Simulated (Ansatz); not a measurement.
Take TiC in the rock salt structure (space group Fm-3m, No. 225; a = 4.261 Å; relaxed with 0.1 eV smearing) as the base. Axes: x, y, z lie along the cube axes.

All numbers come from LDA (Ansatz, an electronic-structure program; PAW; 420 eV plane waves; without spin-orbit coupling).

For the base:

Pressure: 0.0 GPa

Perturbation: biaxial strain +2.00 %, plane normal [001], relaxed out of plane (Cartesian); in-plane vectors clamped, the third vector and the atoms free.

**Question.** Predict the new energy relative to the base.

**Answer.** The energy increases by 15 meV/atom.

**Question.** How does this affect the ratio −ε⊥/ε∥?

**Answer.** The ratio −ε⊥/ε∥ comes out as 0.42.

**Question.** What does the calculation give for the pressure after the change?

**Answer.** The pressure (mean of the normal stresses, compression positive) goes from zero to -7.9 GPa.

Stability against distortions was not tested. All final runs are without spin polarisation.
